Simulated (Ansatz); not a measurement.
**Quick settings and what they miss: W3N4 (Pm-3m, 7 atoms in the cell)**

Self-consistent single point.

```xyz
7
Lattice="4.2180 0.0000 0.0000 0.0000 4.2180 0.0000 0.0000 0.0000 4.2180" Properties=species:S:1:pos:R:3 pbc="T T T"
W      0.0000     2.1090     2.1090
W      2.1090     0.0000     2.1090
W      2.1090     2.1090     0.0000
N      2.1090     2.1090     2.1090
N      0.0000     2.1090     0.0000
N      2.1090     0.0000     0.0000
N      0.0000     0.0000     2.1090
```

Level of theory: LDA (PW92), PAW files made with PBE (plane waves; Ansatz, a first-principles code).

Base settings: basis.ecutwfc = 420 eV; kpoints.mp_grid.grid = 8 8 8; kpoints.mp_grid.shift = 0.5 0.5 0.5; hamiltonian.xc = lda; hamiltonian.pseudopotentials = {kind: paw} (the program's default PAW files); scf.occupations.method = gaussian; scf.occupations.width = 0.136 eV.

Tight run (finer mesh or higher cutoff; not a proven limit): basis.ecutwfc: 420 eV → 590 eV; kpoints.mp_grid.grid: 8 8 8 → 11 11 11; scf.convergence.dr2_threshold: default (1e-07 eV) → 1e-09 eV. It gave Fermi level (on the code's own zero) 18.28 eV; pressure -15.59 GPa.

Quick runs, as changes from the base:
- A: the base itself
- B: basis.ecutwfc: 420 eV → 335 eV; kpoints.mp_grid.grid: 8 8 8 → 2 2 2
- C: basis.ecutwfc: 420 eV → 250 eV; kpoints.mp_grid.grid: 8 8 8 → 3 3 3; scf.occupations.method: gaussian → cold; scf.occupations.width: 0.136 eV → 0.2 eV; scf.convergence.dr2_threshold: default (1e-07 eV) → 0.0001 eV
- D: basis.ecutwfc: 420 eV → 250 eV; kpoints.mp_grid.grid: 8 8 8 → 6 6 6; scf.occupations.method: gaussian → fermi_dirac
- E: basis.ecutwfc: 420 eV → 210 eV; kpoints.mp_grid.grid: 8 8 8 → 2 2 2; scf.occupations.method: gaussian → cold; scf.occupations.width: 0.136 eV → 0.2 eV
- F: basis.ecutwfc: 420 eV → 335 eV; kpoints.mp_grid.grid: 8 8 8 → 6 6 6; scf.occupations.method: gaussian → fermi_dirac; scf.occupations.width: 0.136 eV → 0.5 eV

Energies are extrapolated to zero smearing width, which holds to low order in the width alone.

The count of work is k-points × plane waves × bands × iterations; it is no time. 

Pressures in the table are Ansatz's without its Pulay estimate, at a fixed set of plane waves; the tight run's value above holds the estimate.

The starting cell comes from a database of computed structures (which also holds hypothetical and non-ambient phases and stackings), without a prior relaxation at this level. Its lattice was rescaled by a random factor within 2.5 % of one. Spin polarisation is off. In the base run, with a pressure of about -16 GPa the cell is away from its equilibrium volume at this level.

```
run  energy less tight (meV/atom)  pressure less tight (GPa)  count of work / tight
---  ----------------------------  -------------------------  ---------------------
A                            -2.6                      -0.60                   0.16
B                          -472.5                     -12.15                 0.0066
C                           755.5                     -43.97                  0.014
D                           619.0                     -47.02                  0.046
E                          1201.0                    -113.53                 0.0028
F                            46.0                      -0.98                  0.075
```

Among the runs at the tight run's level, the energy misses run from 2.6 to 1201.0 meV/atom.

Keys are those of Ansatz 0.2.
